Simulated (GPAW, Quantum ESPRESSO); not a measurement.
A GPAW input for a self-consistent single point of Mg3Zn (P-6m2, 4 atoms in the cell) (DFT PBEsol, plane waves, GPAW PAW datasets PBEsol (made by gpaw-setup)):

```python
from ase import Atoms
from ase.units import GPa
from gpaw import GPAW

atoms = Atoms(['Mg', 'Mg', 'Mg', 'Zn'],
              cell=[[3.101350, 0.000000, 0.000000],
                    [-1.550675, 2.685848, 0.000000],
                    [0.000000, 0.000000, 9.693600]],
              scaled_positions=[[0.000000, 0.000000, 0.000000],
                                [0.666667, 0.333333, 0.730910],
                                [0.666667, 0.333333, 0.269090],
                                [0.000000, 0.000000, 0.500000]],
              pbc=True)

calc = GPAW(mode={'name': 'pw', 'ecut': 850},
            xc='PBEsol',
            kpts={'size': (8, 8, 3), 'gamma': True},
            occupations={'name': 'methfessel-paxton', 'width': 0.1, 'order': 0},
            nbands=-8,
            convergence={'density': 1e-05},
            symmetry={'symmorphic': False, 'tolerance': 0.0005},
            maxiter=150,
            txt='-')

atoms.calc = calc

energy = atoms.get_potential_energy()
print('Energy (eV):', round(energy, 6))
forces = atoms.get_forces()
print('Forces (eV/Ang):')
print(forces.round(5))
stress = atoms.get_stress()
print('Stress (GPa, Voigt):', (stress / GPa).round(4))
```

**Question.** Translate this input to Quantum ESPRESSO.

**Answer.** One input that does it (others would too):

```fortran
&control
  calculation = 'scf'
  prefix = 'mg3zn'
  outdir = './out'
  pseudo_dir = './'
  tprnfor = .true.
  tstress = .true.
/
&system
  ibrav = 4
  celldm(1) = 5.860702241
  celldm(3) = 3.12560652436
  nat = 4
  ntyp = 2
  ecutwfc = 50
  ecutrho = 400
  occupations = 'smearing'
  smearing = 'gaussian'
  degauss = 0.0073499
  input_dft = 'pbesol'
/
&electrons
  conv_thr = 1e-10
  mixing_beta = 0.3
/
ATOMIC_SPECIES
Mg    24.3050  Mg.pbe-n-kjpaw_psl.0.3.0.UPF
Zn    65.3800  Zn_pbe_v1.uspp.F.UPF
ATOMIC_POSITIONS crystal
Mg    0.000000000    0.000000000    0.000000000
Mg    0.666666667    0.333333333    0.730910000
Mg    0.666666667    0.333333333    0.269090000
Zn    0.000000000    0.000000000    0.500000000
K_POINTS automatic
8 8 3  0 0 0
```

Basis settings and potentials, where a program has them, do not carry over. This input uses DFT, PBEsol, plane waves, SSSP 1.1.2 efficiency (PBE) pseudopotentials.

The starting cell comes from a database of computed structures (which also holds hypothetical and non-ambient phases and stackings), without a prior relaxation at this level.
